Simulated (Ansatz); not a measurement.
# A computed series for Re: pressure series

Base system: Re (space group R-3m, No. 166; a = 2.7536 Å, c = 19.9553 Å (hexagonal axes); a cell from a computed database, its experimental status unchecked).

Cell and atoms are relaxed at each pressure.

All numbers come from PBEsol/PAW in Ansatz (a first-principles code), no SOC.

Notes on the quantities. enthalpy: H = E + PV relative to the base's energy.

```tsv
case	density	enthalpy	c/a ratio
base	21.24 g/cm³	–	7.247
pressure 0.3 GPa	21.25 g/cm³	+0.03 eV/atom	7.247
pressure 0.7 GPa	21.27 g/cm³	+0.06 eV/atom	7.247
pressure 1.5 GPa	21.32 g/cm³	+0.14 eV/atom	7.247
pressure 3 GPa	21.40 g/cm³	+0.27 eV/atom	7.248
pressure 5 GPa	21.50 g/cm³	+0.45 eV/atom	7.248
pressure 7.5 GPa	21.63 g/cm³	+0.68 eV/atom	7.248
```

Load acts through the strain it causes; cell and atoms are relaxed under it. No phonon test of stability was made. Competing high-pressure phases were not computed. All final runs are without spin polarisation. This is not the structure that Re has at room temperature and ambient pressure.
